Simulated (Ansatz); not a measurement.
We look at the energy change from cell B to cell A (net 1 N added, other atoms rearranged, in a slab cell with two atoms a plane). Reaction: cell B + 1/2 N2 (gas) → cell A. The sign is products less reactants.

Cell A: a stack of composition Ti4Al4N2 on the in-plane vectors of TiAl (P4/mmm) (101), but not a cut of that crystal, 10 atoms, rectangular cell of 2.82 × 4.96 Å (14.0 Å²), symmetry Pm, 8.4 Å thick under 16 Å of vacuum, so it may be strained; planes from bottom to top: Al | Ti × 2 | Al × 2 | Ti | N | Ti | AlN, its two faces unlike (dipole correction applied); foreign atoms: N bound to 4 Ti at 2.01–2.04 Å and 2 Al at 2.13 Å; N bound to 2 Al at 1.83 Å and 2 Ti at 1.89–2.21 Å; a model cell; spin state with PBE: run without spin, k-point mesh 16×9×1.
```xyz
10
Lattice="2.8237 0.0000 0.0000 0.0000 4.9581 0.0000 0.0000 0.0000 24.0837" Properties=species:S:1:pos:R:3 pbc="T T T"
Ti     1.4119     2.5176     8.4788
Al     0.0000     4.9993     7.6871
Ti     1.4119     5.0007    10.1643
Al     0.0000     2.5253    10.9009
Ti     1.4119     2.6886    13.5130
Al     0.0000     0.0311    12.5065
Ti     1.4119     0.1466    14.9278
Al     0.0000     2.2687    16.0766
N      0.0000     1.3966    14.1378
N      1.4119     3.3461    15.6273
```

Cell B: a slab of TiAl (P4/mmm) cut along (101), 9 atoms, rectangular cell of 2.82 × 4.96 Å (14.0 Å²), symmetry Pm, 8.1 Å thick under 16 Å of vacuum, in-plane vectors held at the crystal's; planes from bottom to top: TiAl × 4 | N, its two faces unlike (dipole correction applied); added, foreign or displaced atoms, above the top plane: N bound to 2 Ti at 1.85 Å and 1 Al at 1.89 Å; spin state with PBE: run without spin, k-point mesh 16×9×1.
```xyz
9
Lattice="2.8237 0.0000 0.0000 0.0000 4.9581 0.0000 0.0000 0.0000 24.0837" Properties=species:S:1:pos:R:3 pbc="T T T"
Ti     1.4119     1.0236     8.0520
Al     0.0000     3.4882     7.9056
Ti     1.4119     4.3944    10.2981
Al     0.0000     1.9085    10.2881
Ti     1.4119     2.7713    12.5798
Al     0.0000     0.2806    12.6358
Ti     1.4119     1.1164    15.1363
Al     0.0000     3.5621    15.0393
N      0.0000     1.9312    16.0012
```

Reference: an isolated N2 molecule (singlet) in a box of 11 × 11 × 13 Å.

Plane-wave PAW calculations with Ansatz (a first-principles code), its default PAW set, cutoff 420 eV, 500 eV for r2SCAN. The structures are at rest with PBE, within the held lattices; other levels are single points on them. Neutral cells; Fermi-Dirac smearing of at most 0.10 eV in the solids, energies taken to zero width. The lattices are those relaxed with PBE or held as stated, so at other levels the solids can be strained, which adds to the spread. A dispersion term (D3(BJ), or D4 for r2SCAN) was computed beside these levels and is taken off wherever the name lacks it. Nuclei at rest; no vibrational terms. The structures are the rest points that the relaxations reached, not proven lowest. No correction for cell size. Cell A has symmetry Pm and got no random move, so less symmetric positions, which may lie lower, weren't tried. Cell B has symmetry Pm and got no random move, so less symmetric positions, which may lie lower, weren't tried.

What is the computed value (PBE)?

-1.96 eV, for cell B + 1/2 N2 (gas) → cell A.

List the value at the remaining levels and say how far they part.


```csv
Level,value (eV),less PBE
r2SCAN,-2.38,-0.42
```

The levels span 0.42 eV, from r2SCAN (-2.38) to PBE (-1.96).
